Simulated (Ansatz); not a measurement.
Gap of an armchair MoS2 nanoribbon, N = 15, bare edges at several levels, all on one geometry.

Levels: PBE (plane waves to 420 eV, PAW; Ansatz, a quantum-chemistry and plane-wave program); PBE with spin-orbit coupling in Ansatz; r2SCAN (plane waves to 500 eV, PAW; Ansatz). Unmarked values and the geometry are of the first. Mesh 1×1×6. No spin polarisation, so a magnetic state wasn't tested. It repeats along c; a and b span vacuum. An idealised model, cut from the flat sheet. Only distortions within the start's symmetry and period were free. Values not marked SOC lack spin–orbit coupling.

```csv
level,gap (eV)
PBE,0.56
PBE+SOC,(withheld)
r2SCAN,0.73
```

Problem. What belongs in the gaps?

Solution. 
- PBE+SOC, gap (eV): 0.55
